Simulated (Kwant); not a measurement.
Device: quantum point contact (saddle potential) in a ZnO two-dimensional gas. Effective mass 0.3 mₑ, grid spacing 10 nm, hard walls, nominal width 300 nm (29 grid rows, so walls 300 nm apart), one parabolic valley, scattering region 900 nm long along x; energies count from the band bottom; Fermi energy 0.000188 eV. Potential (V0 + ½k y²) cos²(πx/L) for |x| < L/2, with V0 swept from 0.0001974 to 0 eV, k = 3e-08 eV/nm², L = 380 nm.

The device is made up for the run: typed textbook-type constants, with dimensions and the other settings drawn at random.

Computed with Kwant: effective-mass tight-binding model on a square grid, one spin, coherent transport at 0 K. Conductance is in e²/h.

Compare with the saddle-point formula G = Σ 1/(1 + exp(−2π(E − V0 − ħωy(n + ½))/ħωx)), taking ħωy = ħ√(k/m) and ħωx from the curvature along x of V0 plus half of the mode's confinement energy.

ħωy = 0.0873 meV; at V0 = 0.160 meV the lowest mode has ħωx = 0.0795 meV.

```csv
V0 (meV),formula,simulation
0.186,0.044,0.045
0.160,0.22,0.24
0.134,0.70,0.72
0.109,0.98,0.97
0.0830,1.09,1.09
0.0572,1.50,1.51
```

The formula takes a parabolic saddle in the continuum; the run has the full potential on a grid.
